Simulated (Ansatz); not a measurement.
## Sn4Au: pressure series

Base system: Sn$_{4}$Au (space group Ccce, No. 68; a = 6.5225 Å, b = 11.7601 Å, c = 6.4897 Å; a cell from a computed database, its experimental status unchecked).

Cell and atoms are relaxed at each pressure.

Level of theory: Ansatz (an electronic-structure program), PBEsol, PAW, cutoff 420 eV, no spin-orbit coupling.

Notes on the quantities. enthalpy: H = E + PV relative to the base's energy.

| change | shortest interatomic distance | density | enthalpy |
|---|---|---|---|
| base | 2.858 Å | 8.96 g/cm³ | – |
| pressure −2 GPa | 2.886 Å | 8.66 g/cm³ | -0.32 eV/atom |
| pressure −1 GPa | 2.871 Å | 8.82 g/cm³ | -0.16 eV/atom |
| pressure 0.3 GPa | 2.854 Å | 9.01 g/cm³ | +0.05 eV/atom |
| pressure 0.7 GPa | 2.849 Å | 9.06 g/cm³ | +0.11 eV/atom |
| pressure 1.5 GPa | 2.839 Å | 9.17 g/cm³ | +0.23 eV/atom |
| pressure 3 GPa | (withheld) | 9.35 g/cm³ | +0.46 eV/atom |
| pressure 5 GPa | 2.801 Å | 9.58 g/cm³ | +0.75 eV/atom |
| pressure 7.5 GPa | 2.779 Å | 9.83 g/cm³ | +1.11 eV/atom |
| pressure 10 GPa | (withheld) | 10.07 g/cm³ | +1.46 eV/atom |

Fill in the withheld entries from the trend.


- pressure 3 GPa, shortest interatomic distance: 2.822 Å
- pressure 10 GPa, shortest interatomic distance: 2.758 Å

Load acts through the strain it causes; cell and atoms are relaxed under it. Whether these cells are dynamically stable was not tested. No other phases were tried under pressure.
